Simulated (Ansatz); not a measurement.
# Converging the k-point mesh at a smearing width of 0.3 eV: W (Im-3m, 1 atom in the cell)

```
CELL_PARAMETERS angstrom
     -1.57210     1.57210     1.57210
      1.57210    -1.57210     1.57210
      1.57210     1.57210    -1.57210
ATOMIC_POSITIONS crystal
  W  0.00000 0.00000 0.00000
```

Computed with PBE (plane waves, PAW; Ansatz, a first-principles code).

Base settings: basis.ecutwfc = 420 eV; kpoints.mp_grid.grid = 15 15 15; hamiltonian.xc = pbe; hamiltonian.pseudopotentials = {kind: paw} (the program's default PAW files); scf.occupations.method = fermi_dirac; scf.occupations.width = 0.1 eV.

In this ladder: scf.occupations.width = 0.3 eV.

Only quantities that move along the ladder and can be compared are tabulated.

The count of work is k-points × plane waves × bands × iterations; it is no time. 

The starting cell has typed, rounded lattice constants, without a prior relaxation at this level. Its lattice was rescaled by up to half a per cent. Spin polarisation is off. In the base run, with a pressure of about 12 GPa the cell is away from its equilibrium volume at this level. Ansatz's pressure includes its estimate of the finite-basis (Pulay) stress.

```csv
kpoints.mp_grid.grid,free energy less the last step's (meV/atom),pressure (GPa),count of work / last
5 5 5,-36.32,11.78,0.0088
6 6 6,-52.58,11.05,0.014
8 8 8,9.13,13.13,0.025
9 9 9,-13.72,12.20,0.031
11 11 11,6.72,12.96,0.049
13 13 13,-2.84,12.57,0.074
16 16 16,-0.89,12.63,0.13
19 19 19,-0.04,12.68,0.19
29 29 29,0.01,12.68,0.60
35 35 35,0.00,12.68,1.0
```

Coarsest kpoints.mp_grid.grid that holds the free energy within 1 meV/atom of the last step, with all finer ones: 16 16 16, at 0.13 of the last step's count of work; the step before is off by 2.8 meV/atom.

Coarsest kpoints.mp_grid.grid that holds the pressure within 0.1 GPa of the last step, with all finer ones: 16 16 16, at 0.13 of the last step's count of work; the step before is off by 0.11 GPa.

Keys are those of Ansatz 0.2.
